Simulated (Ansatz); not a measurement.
Fermi-surface figures of metals: W (Im-3m) under several functionals (Ansatz, a first-principles code, without spin-orbit coupling). The PBE cell:

```
W
1.0
   -1.59224     1.59224     1.59224
    1.59224    -1.59224     1.59224
    1.59224     1.59224    -1.59224
W
1
Direct
  0.00000   0.00000   0.00000
```

| Functional | cell relaxed with | volume (Å³/atom) | density of states at the Fermi level per atom | Drude plasma energy | root-mean-square Fermi velocity |
|---|---|---|---|---|---|
| PBE | PBE | 16.15 | 0.43 states/eV | 7.5 eV | 8.9 ×10⁵ m/s |
| PBEsol | PBEsol | 15.69 | 0.44 states/eV | 7.8 eV | 9.1 ×10⁵ m/s |
| r2SCAN | PBEsol | 15.69 | ? | ? | ? |

Given the cheaper levels, estimate the r2SCAN row.


- r2SCAN, density of states at the Fermi level per atom: 0.37 states/eV
- r2SCAN, Drude plasma energy: 7.7 eV
- r2SCAN, root-mean-square Fermi velocity: 9.7 ×10⁵ m/s

For the density of states at the Fermi level per atom, PBE gives 0.43 states/eV and r2SCAN 0.37 states/eV: PBE lies 17 % above.

Metals at this level; values at 300 K, both spins, means over directions. As a rough test of the mesh, the Fermi surface's area from every second k point differs by up to 6 %. Spin-orbit coupling is left out.
